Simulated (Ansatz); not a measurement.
Ansatz (a quantum-chemistry and plane-wave program) run on CoSi (R3, 8 atoms in the cell): self-consistent single point.

Level of theory: LDA (PW92), default PAW files made with PBE (plane waves; Ansatz).

The change in words: lattice scaled by 0.98. Reference geometry:
```xyz
8
Lattice="4.4267 0.0000 0.0000 0.0000 4.4267 0.0000 0.0000 0.0000 4.4267" Properties=species:S:1:pos:R:3 pbc="T T T"
Co     3.7892     2.8508     1.5759
Co     1.5759     3.7892     2.8508
Co     0.6663     0.6663     0.6663
Co     2.8508     1.5759     3.7892
Si     0.6950     1.5184     2.9083
Si     2.9083     0.6950     1.5184
Si     3.7317     3.7317     3.7317
Si     1.5184     2.9083     0.6950
```

Reference input (self-consistent single point, DFT, LDA (PW92), plane waves, default PAW files made with PBE): basis.ecutwfc = 420 eV; kpoints.mp_grid.grid = 8 8 8; hamiltonian.xc = lda; hamiltonian.pseudopotentials = {kind: paw} (the program's default PAW files); scf.occupations.method = gaussian; scf.occupations.width = 0.1 eV. This run's input differs from it in these lines:

```diff
@@ -2,5 +2,5 @@
   lattice:
-    - [4.42668000, 0.00000000, 0.00000000]
-    - [0.00000000, 4.42668000, 0.00000000]
-    - [0.00000000, 0.00000000, 4.42668000]
+    - [4.33814600, 0.00000000, 0.00000000]
+    - [0.00000000, 4.33814600, 0.00000000]
+    - [0.00000000, 0.00000000, 4.33814600]
   atoms:
```

Output (repeated stretches shortened):

```
SCF iter   1: F=—  HF=-22691.818452 eV  |F-HF|=—  |Δ(HF+E_count)|=         —  Δρ=1.13e-2  dr2=2.86e-2  ethr=1.77e-3  ⟨swp⟩=7.0  Hψ=18101  notcnv=0  defer=19
all-band conjugate gradients solve this SCF's bands
preconditioner: auto → Kerker (q_TF=auto, 2.741 Å⁻¹)
SCF iter   2: F=—  HF=-22691.808706 eV  |F-HF|=—  |Δ(HF+E_count)|=   9.75e-3  Δρ=4.89e-3  dr2=6.63e-3  ethr=3.40e-5  ⟨swp⟩=2.0  Hψ=7935  notcnv=0  defer=30
   [... lines left out ...]
SCF iter   4: F=—  HF=-22691.806754 eV  |F-HF|=—  |Δ(HF+E_count)|=   1.99e-4  Δρ=4.32e-4  dr2=7.35e-5  ethr=1.02e-6  ⟨swp⟩=2.2  Hψ=6362  notcnv=0  defer=30
SCF iter   5: F=—  HF=-22691.806759 eV  |F-HF|=—  |Δ(HF+E_count)|=   4.73e-6  Δρ=7.50e-5  dr2=3.47e-6  ethr=8.75e-8  ⟨swp⟩=2.1  Hψ=6100  notcnv=0  defer=30
SCF iter   6: F=—  HF=-22691.806758 eV  |F-HF|=—  |Δ(HF+E_count)|=   1.13e-6  Δρ=2.52e-5  dr2=3.98e-7  ethr=4.13e-9  ⟨swp⟩=2.0  Hψ=6201  notcnv=0  defer=30
SCF iter   7: F=-22691.806758 eV  HF=-22691.806758 eV  |F-HF|=8.62e-9  |Δ(HF+E_count)|=   7.81e-8  Δρ=4.17e-6  dr2=1.11e-8  ethr=1.19e-10  ⟨swp⟩=8.7  Hψ=18348  notcnv=0
SCF 1 converged in 7 iterations: F = -22691.806758 eV  dr2 = 1.11e-8
Free energy (F): -22691.806758 eV
Internal energy: -22691.800780 eV  (E = F + TS)
E sigma→0 (E₀):  -22691.803769 eV
Entropy (-TS):   -0.005977 eV (-0.747 meV/atom)
Fermi energy:    17.662004 eV
--- Forces (eV/Å), atoms counted from 1 ---
  atom   1  Co    -0.07402735     0.18117196    -0.09471327
  atom   2  Co    -0.09471327    -0.07402735     0.18117196
  atom   3  Co    -0.29351808    -0.29351808    -0.29351808
  atom   4  Co     0.18117196    -0.09471327    -0.07402735
  atom   5  Si     0.01747321     0.02023320     0.10807232
  atom   6  Si     0.10807232     0.01747321     0.02023320
  atom   7  Si     0.13531054     0.13531054     0.13531054
  atom   8  Si     0.02023320     0.10807232     0.01747321
--- Stress (GPa, compression-positive) ---
        2.336705      -0.020000      -0.020000
       -0.020000       2.336705      -0.020000
       -0.020000      -0.020000       2.336705
  P = ⅓ Tr σ = 2.3367 GPa (23.367 kbar)
  The stress holds the Pulay correction. Without it, at fixed plane waves, as pw.x and ABINIT print it: P = 2.1606 GPa
```

The run converged in 7 iterations. Against the reference run the free energy falls by 20.8 meV/atom, the pressure goes from -11.98 to 2.34 GPa and the largest force moves little (0.518 to 0.508 eV/Å).

The starting cell has typed, rounded lattice constants, without a prior relaxation at this level. Its lattice was rescaled by up to half a per cent. One atom was moved a little off its site on purpose. For this run, on top of that: lattice scaled by 0.98. Spin polarisation is off. Ansatz's pressure includes its estimate of the finite-basis (Pulay) stress.

Cost on one core of a shared machine: roughly 40 s.

Keys are those of Ansatz 0.2.
